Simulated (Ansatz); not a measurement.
The reference is TiAl (space group P4/mmm, No. 123; a = 2.8130 Å, c = 4.0585 Å).

The values are results of r2SCAN (Ansatz, an electronic-structure program, PAW, without spin-orbit coupling), not measurements.

One change was made to it. Results:

```tsv
quantity	base	after
c/a ratio	1.443	1.442
shortest interatomic distance	2.813 Å	2.781 Å
```

### Question
Which change produced these results?
(A) pressure 2.1 GPa
(B) pressure 30 GPa
(C) pressure 4.5 GPa
(D) pressure −2 GPa

### Answer
C, pressure 4.5 GPa. For comparison, the shortest interatomic distance in the other runs: pressure 2.1 GPa gives 2.798 Å; pressure −2 GPa gives 2.829 Å; pressure 30 GPa gives 2.651 Å.

Load acts through the strain it causes; cell and atoms are relaxed under it. Whether these cells are dynamically stable was not tested. Competing high-pressure phases were not computed. All final runs are without spin polarisation.
